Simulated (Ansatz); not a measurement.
## PbSe, response to strain

Base system: PbSe in the rock salt structure (space group Fm-3m, No. 225; a = 6.178 Å). Axes: x, y, z lie along the cube axes.

Strains are applied to the cell and any free atomic positions relax.

The values are results of r2SCAN in Ansatz (plane waves to 500 eV, PAW, no SOC), not measurements.

Notes on the quantities. energy relative to the base: free energy F.

```csv
uniaxial strain ε_zz (%),energy relative to the base (meV/atom)
0,0.0
0.5,0.3
1,?
1.5,2.5
2,4.3
2.5,6.6
3,9.3
```

Fit ΔE = Aε² + Bε³ (ε in %) to the rows shown and predict the withheld row.

Least squares on the printed values gives A = 1.17 and B = -0.046 meV/atom (largest residual 0.0 meV/atom); this predicts 1.1 meV/atom, and the run gives 1.1 meV/atom, in agreement.

Whether these cells are dynamically stable was not tested.

Ansatz is a first-principles code.
